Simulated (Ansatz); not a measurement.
Take SiC in the zinc blende structure (space group F-43m, No. 216) as the base.

Space group F-43m (No. 216); a = b = c = 4.3290 Å, α = β = γ = 90.00°

```csv
atom,site,symmetry,x,y,z
Si,4a,-43m,0.0000,0.0000,0.0000
C,4d,-43m,0.7500,0.7500,0.7500
```
(The calculation used a cell of 2 atoms; values per cell refer to that cell.)

Calculations: Ansatz (a quantum-chemistry and plane-wave program) LDA, no spin-orbit coupling.

Base values:

| Quantity | Result |
|---|---|
| Pressure | 0.00 GPa |

Now apply this change: the cell is scaled by 0.9750 in all directions, atoms relaxed at fixed cell.

Q: Estimate the effect on the pressure and mean gap deformation potential ΔEg/Δln V.

A: The pressure goes from zero to 20.17 GPa; the mean gap deformation potential ΔEg/Δln V is +0.9 eV.

The cells carry an imposed strain or load. Stability against distortions was not tested.
